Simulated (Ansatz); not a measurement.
Start from SiC in the wurtzite structure (space group P6_3mc, No. 186; a = 3.056 Å, c = 5.016 Å). Axes: x lies along a and z along c of the hexagonal cell.

Computed with Ansatz (a quantum-chemistry and plane-wave program) LDA, scalar-relativistic without spin-orbit coupling.

Strains are applied to the cell and any free atomic positions relax.

One change was made to it. Results:

The band gap grows by 0.04 eV (2.13 eV → 2.17 eV); the smallest direct gap drops by 0.04 eV (3.92 eV → 3.88 eV); the electron mass changes from 0.26 mₑ along c, 0.43 mₑ across (at K) to 0.26 mₑ along z, 0.43 mₑ across (at K); the energy increases by 0.6 meV/atom.

Problem. What was done to the base?
A) uniaxial strain ε_zz = −2.40 %
B) uniaxial strain ε_zz = −3.00 %
C) uniaxial strain ε_zz = −0.60 %

Solution. C, uniaxial strain ε_zz = −0.60 %. For comparison, the electron mass in the other runs: uniaxial strain ε_zz = −3.00 % gives 0.25 mₑ along z, 0.43 mₑ across (at K); uniaxial strain ε_zz = −2.40 % gives 0.25 mₑ along z, 0.43 mₑ across (at K).

Masses are band curvatures over ±0.01 Å⁻¹ around the edge. Stability against distortions was not tested.
